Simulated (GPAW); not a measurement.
Worked example: relaxation of cell and atoms of SrAl2 (P1, 6 atoms in the cell) in GPAW.

Method of the run: LDA (Perdew-Wang 92), GPAW PAW datasets LDA (gpaw-data 1.0.1) (plane waves; GPAW 25.7.0).

```
SrAl2
1.0
    0.00000     4.12875     4.12875
    4.12875     0.00000     4.12875
    4.12875     4.12875     0.00000
Sr Al
2 4
Direct
  0.99724   0.01057   0.99634
  0.25219   0.25431   0.23931
  0.63356   0.62478   0.61771
  0.11790   0.61619   0.63654
  0.62857   0.62637   0.13227
  0.62055   0.11778   0.62784
```

Reference input (self-consistent single point, DFT LDA (Perdew-Wang 92), plane waves, GPAW PAW datasets LDA (gpaw-data 1.0.1)): mode = pw; ecut = 550 eV; xc = LDA; kpts = 4 4 4; mesh shift (steps) = 0 0 0; occupations.name = fermi-dirac; occupations.width = 0.05 eV; nbands = -12; symmetry.symmorphic = false; symmetry.tolerance = 0.0005; maxiter = 150. This run's input differs from it in these lines:

```diff
@@ -1,2 +1,4 @@
 from ase import Atoms
+from ase.filters import FrechetCellFilter
+from ase.optimize import LBFGS
 from ase.units import GPa
@@ -21,2 +23,3 @@
             nbands=-12,
+            convergence={'density': 1e-05},
             symmetry={'symmorphic': False, 'tolerance': 0.0005},
@@ -25,2 +28,10 @@
 atoms.calc = calc
+
+target = FrechetCellFilter(atoms)
+
+opt = LBFGS(target, logfile='-')
+converged = opt.run(fmax=0.03, steps=40)
+print('Relaxation converged:', converged)
+print('Cell:', atoms.cell.cellpar().round(4))
+print(atoms.get_scaled_positions().round(5))
```

Output, abridged:

```
     iter     time        total  log10-change:
                         energy   eigst   dens
iter:   1 --:--:--   -22.531393
iter:   2 --:--:--   -22.571380   -1.54  -1.16
iter:   3 --:--:--   -22.424473   -2.33  -1.20
iter:   4 --:--:--   -22.518409   -1.97  -1.33
iter:   5 --:--:--   -22.397136   -2.80  -1.60
iter:   6 --:--:--   -22.395605   -3.76  -2.30
iter:   7 --:--:--   -22.395526c  -4.30  -2.41
iter:   8 --:--:--   -22.393337c  -4.29  -2.63
iter:   9 --:--:--   -22.393570c  -5.66  -3.07
iter:  10 --:--:--   -22.393232c  -5.20  -3.04
iter:  11 --:--:--   -22.393225c  -6.40  -3.55
iter:  12 --:--:--   -22.393230c  -7.31  -3.60
iter:  13 --:--:--   -22.393213c  -7.62c -3.67
iter:  14 --:--:--   -22.393213c  -7.38  -3.74
iter:  15 --:--:--   -22.393226c  -6.90  -3.76
iter:  16 --:--:--   -22.393218c  -7.63c -3.86
iter:  17 --:--:--   -22.393216c  -8.09c -3.93
iter:  18 --:--:--   -22.393216c  -9.03c -4.00
iter:  19 --:--:--   -22.393211c  -7.29  -4.04
iter:  20 --:--:--   -22.393212c  -9.09c -4.79
iter:  21 --:--:--   -22.393213c  -9.75c -4.87
iter:  22 --:--:--   -22.393213c  -9.55c -5.00c
Converged after 22 iterations.

Dipole moment: (-10.141901, -8.469212, -10.355316) |e|*Ang

Energy contributions relative to reference atoms: (reference = -199107.155357)

Kinetic:        +17.922214
Potential:       -6.277982
External:        +0.000000
XC:             -33.452659
Entropy (-ST):   -0.033999
Local:           -0.567785
SIC:             +0.000000
--------------------------
Free energy:    -22.410212
Extrapolated:   -22.393213

Showing only first 2 kpts
 Kpt  Band  Eigenvalues  Occupancy
  0    14      4.06658    2.00000
  0    15      4.08726    2.00000
  0    16      4.52500    2.00000
  0    17      4.52893    2.00000

  1    14      4.38515    2.00000
  1    15      5.42864    1.77826
  1    16      5.44468    1.70666
  1    17      5.61381    0.32999

Fermi level: 5.53273

No gap
   [... lines left out ...]
Occupation numbers: Fermi-Dirac:
Atomic positions and initial magnetic moments
Free energy:    -22.418589
Fermi level: 5.55259
No gap
Occupation numbers: Fermi-Dirac:
Atomic positions and initial magnetic moments
Free energy:    -22.490518
Fermi level: 5.95409
No gap
   [... lines left out ...]

LBFGS:    9 --:--:--      -22.497093        0.018477
Relaxation converged: True
Cell: [ 5.7329  5.7336  5.7354 59.9891 59.9748 59.9773]
[[1.8000e-04 9.9969e-01 8.0000e-05]
 [2.5004e-01 2.4981e-01 2.5022e-01]
 [6.2521e-01 6.2569e-01 6.2419e-01]
 [1.2474e-01 6.2464e-01 6.2517e-01]
 [6.2543e-01 6.2525e-01 1.2497e-01]
 [6.2440e-01 1.2493e-01 6.2536e-01]]
Energy (eV): -22.478434
Stress (GPa, Voigt): [-0.1309 -0.1235 -0.1327 -0.0066  0.0093  0.0234]
```

The run converged. GPAW prints stress with tension positive. 

Summary of the result:
| Quantity | Result |
|---|---|
| Free energy E − TS (from the program's reference atoms) | -22.4971 eV |
| Fermi level (on the code's own zero) | 5.97 eV |
| Pressure | 0.13 GPa |
| Largest force (vector length) | 0.015 eV/Å |
| Final cell | a = 5.7329 Å, b = 5.7336 Å, c = 5.7354 Å, α = 59.99°, β = 59.97°, γ = 59.98° |
| Final volume per atom | 22.21 Å³ |
| Relaxation steps | 9 |

The starting cell comes from a database of computed structures (which also holds hypothetical and non-ambient phases and stackings), without a prior relaxation at this level. Its atoms were displaced at random from the sites of space group no. 227.

Cost on one core of a shared machine: roughly 10 min.
